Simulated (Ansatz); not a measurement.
# PbI$_{2}$ in the CdI2 type structure (space group P-3m1, No. 164)

```cif
data_I2Pb
_chemical_formula_sum 'Pb1 I2'
_space_group_name_H-M_alt 'P 1'
_space_group_IT_number 1
_cell_length_a 4.55901
_cell_length_b 4.55901
_cell_length_c 6.97266
_cell_angle_alpha 90.000
_cell_angle_beta 90.000
_cell_angle_gamma 120.000
loop_
_space_group_symop_operation_xyz
  'x, y, z'
loop_
_atom_site_label
_atom_site_type_symbol
_atom_site_fract_x
_atom_site_fract_y
_atom_site_fract_z
_atom_site_occupancy
Pb1 Pb 0.00000 0.00000 0.00000 1
I1 I 0.33333 0.66667 0.27094 1
I2 I 0.66667 0.33333 0.72906 1
```

All numbers come from DFT with PBE-D3(BJ), PAW potentials and a 420 eV plane-wave cutoff in Ansatz (a first-principles code), spin-orbit coupling left out. k-mesh 8×8×5 (Γ-centred); smearing 0.05 eV (Fermi–Dirac).

- Volume per atom: 41.84 Å³
- Density: 6.10 g/cm³
- Band gap: 2.18 eV, direct at A
- Electron mass: 1.0 mₑ along k, 0.23 mₑ across
- Hole mass: 0.59 mₑ along k, 0.74 mₑ across
- Total energy: -8978.367 eV/atom (σ→0; compares only within this code and set-up)

Spin-orbit coupling, missing from the scalar runs, can matter with I and Pb. Effective masses come from finite differences of ±0.01 Å⁻¹. Along k means along the line from Γ to the band edge. No phonon test of stability was made.
